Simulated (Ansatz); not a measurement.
What isotropic strain −1.50 % does to Y

Consider Y in the hcp (Mg type) structure (space group P6_3/mmc, No. 194; a = 3.6523 Å, c = 5.7029 Å; relaxed with 0.1 eV smearing).

It is then changed as follows: an isotropic linear strain of −1.50 %; the atoms relax in the strained cell.

All numbers come from Kohn–Sham DFT with the PBE functional, run in Ansatz (an electronic-structure program) with PAW and 420 eV plane waves, without spin-orbit coupling. Settings: 18×18×10 k-points, 0.1 eV Fermi–Dirac smearing.

| quantity | base | changed | shift |
|---|---|---|---|
| volume per atom | 32.94 Å³ | 31.48 Å³ | -1.46 Å³ |
| shortest interatomic distance | 354.6 pm | 349.3 pm | -5.3 pm |
| energy relative to the base (free energy F) | 0 meV/atom | +8.7 meV/atom | +8.7 meV/atom |
| pressure (mean of the normal stresses, compression positive) | 0.0 GPa | 2.0 GPa | +2.0 GPa |
| band gap | zero | zero | – |

Cost of the whole job for the changed cell (relaxation, final SCF and bands): roughly 8 core-seconds.

Stability against distortions was not tested. The final runs are not spin-polarised.
